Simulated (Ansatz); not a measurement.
Band structure of BeB2 (P6/mmm, 3 atoms in the cell).

```xyz
3
Lattice="2.9297 0.0000 0.0000 -1.4648 2.5372 0.0000 0.0000 0.0000 2.8773" Properties=species:S:1:pos:R:3 pbc="T T T"
Be     0.0000     0.0000     0.0000
B      0.0000     1.6915     1.4387
B      1.4648     0.8457     1.4387
```

Level of theory: PBEsol, PAW files made with PBE (plane waves; Ansatz, a program for electronic structure).

Settings: kpoints.mp_grid.grid = 13 13 11; hamiltonian.xc = pbesol; hamiltonian.pseudopotentials = {kind: paw} (the program's default PAW files); scf.occupations.method = fermi_dirac; scf.occupations.width = 0.136 eV; kpoints.band_path.npoints = 8.

The starting cell comes from a database of computed structures (which also holds hypothetical and non-ambient phases and stackings), without a prior relaxation at this level.

Levels in eV from the Fermi level, bands 1 to 7:
```tsv
point	1	2	3	4	5	6	7
Γ	-14.47	-2.28	-0.11	-0.11	3.68	3.68	5.39
M	-10.40	-9.67	-3.81	2.38	3.85	3.98	7.35
K	-8.97	-8.97	-7.88	4.08	4.08	6.82	8.23
A	-12.19	-9.07	0.73	0.73	7.33	7.33	8.44
L	-8.27	-7.46	-5.67	-2.29	-2.20	5.20	5.67
H	-7.00	-6.30	-6.30	-3.80	-3.80	1.90	9.83
```

Bands cross the Fermi level along this path, so the cell is metallic at this level.

Keys are those of Ansatz 0.2.
